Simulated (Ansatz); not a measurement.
**Effect of As → N on hypothetical rock salt GaAs**

The parent structure is GaAs in the rock salt structure (space group Fm-3m, No. 225; a = 5.3039 Å; a hypothetical phase, not in the database extracts checked).

It is then changed as follows: N takes the place of As on all its sites; the structure is relaxed again.

Computed with PBEsol/PAW in Ansatz (an electronic-structure program), no SOC, earlier PAW set. Γ-centred 13×13×13 mesh, Fermi–Dirac width 0.05 eV, for the changed cell.

| quantity | base | changed | shift |
|---|---|---|---|
| volume per atom | 18.65 Å³ | 9.39 Å³ | -9.26 Å³ |
| lattice parameter a | 5.304 Å | 4.220 Å | -1.084 Å |
| space group | Fm-3m (No. 225) | Fm-3m (No. 225) | – |
| shortest interatomic distance | 2.652 Å | 2.110 Å | -0.542 Å |
| band gap | zero | 0.54 eV | – |
| gap character | absent | indirect, K–Γ (52 % along) → X | – |
| electron mass | – | 0.47 mₑ along k, 0.18 mₑ across (at X) | – |

Effective masses come from finite differences of ±0.01 Å⁻¹. Along k means along the line from Γ to the band edge. Stability against distortions was not tested. The final runs are not spin-polarised. This is not the structure that GaN has at room temperature and ambient pressure.
